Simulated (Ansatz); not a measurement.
## fluorite-type NiSi2 (0 0 1) on Si0.875Ge0.125, ordered (0 0 1), B on 2 of 2 substrate sites at each interface (film strained to the substrate, faces as cut)

A periodic stack without vacuum, fluorite-type NiSi2 (0 0 1) on Si0.875Ge0.125, ordered (0 0 1), B on 2 of 2 substrate sites at each interface (film strained to the substrate, faces as cut): substrate slab Ge2Si12B4, film Ni8Si16, surface cells [[0, 1], [-1, 0]] and [[0, -1], [2, 1]], film strained by +1.0 and +1.0 %, faces Si/Si and Si/Ni as cut (like faces can put a slab off its formula).

The start was prepared with a machine-learned potential, and the result is one local minimum, with the in-plane cell held and forces under 0.04 eV/Å; the film can end far from its bulk form.

Method: PBE (plane waves to 420 eV, PAW; Ansatz, an electronic-structure program). Spin–orbit coupling is left out; the runs are not spin-polarised; PBE gaps are too small against experiment. Its k-point mesh 5×5×1, Fermi–Dirac width 0.05 eV.

- interface area = 30.3 Å²
- period = 21.97 Å
- gaps between the outermost planes at the two interfaces = 0.70 and 0.90 Å
- B–Si contacts across the interfaces within 1.22 times the sum of covalent radii = 9, mean 2.13 Å
- B–Ni contacts across the interfaces within 1.22 times the sum of covalent radii = 4, mean 2.15 Å
- Ni–Si contacts across the interfaces within 1.22 times the sum of covalent radii = 2, mean 2.23 Å
- Si–Si contacts across the interfaces within 1.22 times the sum of covalent radii = 2, mean 2.48 Å

```
CELL_PARAMETERS angstrom
      5.49582     0.00172     0.23169
      0.00251     5.49939    -0.10285
      3.27201    -3.17862    22.18968
ATOMIC_POSITIONS crystal
  Ge 0.00173 0.11548 0.13835
  Si 0.50242 0.61478 0.13929
  Si 0.20743 0.90540 0.20188
  Si 0.69858 0.40845 0.20293
  B  0.62475 0.00345 0.01805
  B  0.12522 0.50758 0.01829
  Si 0.78560 0.82960 0.07615
  Si 0.29168 0.34123 0.07638
  Ge 0.80675 0.28763 0.38973
  Si 0.31346 0.77757 0.38862
  Si 0.03191 0.07902 0.44833
  Si 0.46648 0.54008 0.45407
  Si 0.40278 0.19669 0.26528
  Si 0.90708 0.69954 0.26323
  Si 0.60953 0.98466 0.32627
  Si 0.10870 0.49543 0.32569
  B  0.21869 0.33725 0.49920
  B  0.80832 0.95751 0.51791
  Ni 0.09092 0.55898 0.73677
  Ni 0.60192 0.07023 0.73729
  Ni 0.67245 0.49700 0.61546
  Ni 0.20290 0.96865 0.61609
  Ni 0.92057 0.71102 0.97667
  Ni 0.42452 0.21501 0.97705
  Ni 0.50269 0.64673 0.85647
  Ni 0.00903 0.14071 0.85651
  Si 0.39188 0.77617 0.67907
  Si 0.89332 0.27541 0.67675
  Si 0.89258 0.77348 0.67510
  Si 0.39327 0.27341 0.67518
  Si 0.99958 0.68268 0.55173
  Si 0.48007 0.20083 0.55116
  Si 0.53519 0.73849 0.54970
  Si 0.98238 0.20681 0.56575
  Si 0.20770 0.93451 0.91977
  Si 0.70822 0.43323 0.91823
  Si 0.71424 0.92786 0.92006
  Si 0.21443 0.42718 0.92014
  Si 0.80233 0.85418 0.79650
  Si 0.30203 0.35437 0.79646
  Si 0.30046 0.85354 0.79708
  Si 0.79856 0.35533 0.79964
```
